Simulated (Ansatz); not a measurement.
Start from WC (space group P-6m2, No. 187; a = 2.9225 Å, c = 2.8462 Å; relaxed with 0.1 eV smearing). Axes: x lies along a and z along c of the hexagonal cell.

Level of theory: PBE in Ansatz (plane waves to 420 eV, PAW, scalar-relativistic without spin-orbit coupling).

For the base:

* **Shortest interatomic distance**: 2.207 Å

It is then changed as follows: compressive biaxial strain of 2.50 % in the plane normal to [001], as in epitaxy on a mismatched substrate; the out-of-plane cell vector and the atoms relax.

Question: Estimate the effect on the shortest interatomic distance and out-of-plane strain.

Answer: The shortest interatomic distance falls by 0.023 Å to 2.184 Å; the out-of-plane strain is +0.96 %.

Whether these cells are dynamically stable was not tested. The final runs are not spin-polarised.

Ansatz is an electronic-structure program.
